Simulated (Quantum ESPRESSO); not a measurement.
Input and output of a self-consistent single point for RbBr (Fm-3m, 2 atoms in the cell) (Quantum ESPRESSO).

Level of theory: PBE, PseudoDojo standard norm-conserving (PBE) pseudopotentials (plane waves; Quantum ESPRESSO 7.5).

The change in words: lattice scaled by 0.98. Reference geometry:
```xyz
2
Lattice="0.0000 3.4525 3.4525 3.4525 0.0000 3.4525 3.4525 3.4525 0.0000" Properties=species:S:1:pos:R:3 pbc="T T T"
Rb     0.0000     0.0000     0.0000
Br     3.4525     3.4525     3.4525
```

Reference input (self-consistent single point, DFT, PBE, plane waves, PseudoDojo standard norm-conserving (PBE) pseudopotentials): ecutwfc = 50 Ry; occupations = fixed; potentials = {Rb: Rb.upf, Br: Br.upf}; K_POINTS = automatic 7 7 7 0 0 0; nbnd = 12; conv_thr = 1e-10 Ry; mixing_beta = 0.7. This run's input differs from it in these lines:

```diff
@@ -10,3 +10,3 @@
    ibrav = 0,
-   celldm(1) = 9.2267084414,
+   celldm(1) = 9.0421739518,
    nat = 2,
```

Output, abridged:

```
     Self-consistent Calculation

     iteration #  1     ecut=    50.00 Ry     beta= 0.70

     Threshold (ethr) on eigenvalues was too large:
     Diagonalizing with lowered threshold

     total energy              =     -85.71362584 Ry
     estimated scf accuracy    <       0.05305794 Ry

     iteration #  2     ecut=    50.00 Ry     beta= 0.70

     total energy              =     -85.72838672 Ry
     estimated scf accuracy    <       0.01117413 Ry

     iteration #  3     ecut=    50.00 Ry     beta= 0.70

     total energy              =     -85.73076852 Ry
     estimated scf accuracy    <       0.00025610 Ry

   [... 4 blocks of this kind left out ...]

     iteration #  8     ecut=    50.00 Ry     beta= 0.70

     total energy              =     -85.73082272 Ry
     estimated scf accuracy    <          2.4E-10 Ry

     iteration #  9     ecut=    50.00 Ry     beta= 0.70
     End of self-consistent calculation

     highest occupied, lowest unoccupied level (ev):     1.5356    6.0014

!    total energy              =     -85.73082272 Ry
     estimated scf accuracy    <          9.2E-13 Ry

     convergence has been achieved in   9 iterations

     Forces acting on atoms (cartesian axes, Ry/au):

     atom    1 type  1   force =    -0.00000000   -0.00000000    0.00000000
     atom    2 type  2   force =     0.00000000    0.00000000   -0.00000000

     Total force =     0.000000     Total SCF correction =     0.000000

          total   stress  (Ry/bohr**3)                   (kbar)     P=       16.79
   0.00011412   0.00000000   0.00000000           16.79        0.00        0.00
   0.00000000   0.00011412   0.00000000            0.00       16.79        0.00
   0.00000000   0.00000000   0.00011412            0.00        0.00       16.79

   JOB DONE.
```

The run converged in 9 iterations. Against the reference run the free energy goes up by 17.1 meV/atom, the pressure goes from 0.63 to 1.68 GPa and the gap on the mesh goes from 4.309 to 4.466 eV.

The starting cell comes from a database of computed structures (which also holds hypothetical and non-ambient phases and stackings), without a prior relaxation at this level. Its lattice was rescaled by a random factor within 2.5 % of one. For this run, on top of that: lattice scaled by 0.98.
